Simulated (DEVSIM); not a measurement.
System: Cr/Al2O3/p-Ge capacitor, at 300 K.

Layer 1 from the left is Al2O3, thickness (nm) 14.0. Layer 2 from the left is Ge, thickness (nm) 2100, Na (cm⁻³) 8e16.

Metal gate on the left, work function 4.5 eV. Fixed charge at the semiconductor interface 4.4e11 cm⁻² (in units of +e); no interface traps.

This is a model device: material constants are rounded textbook-type values typed into the input, and sizes, dopings and lifetimes were drawn at random. Values at 300 K.

Al2O3: gap (eV) 6.8, affinity (eV) 1.35, permittivity 9. Ge: gap (eV) 0.664, affinity (eV) 4, permittivity 16, Nc (cm⁻³) 1.04e19, Nv (cm⁻³) 6e18.

DEVSIM, 1D Poisson equation in equilibrium, Boltzmann statistics, complete ionisation; no quantum confinement or tunnelling. Metal contacts follow the ideal Schottky-Mott rule: no Fermi-level pinning, no interface dipoles.

**Question.** What does the simulation give for the minimum of the low-frequency capacitance, the flat-band voltage?

**Answer.** minimum of the low-frequency capacitance 0.134 μF/cm²; flat-band voltage -0.18 V.
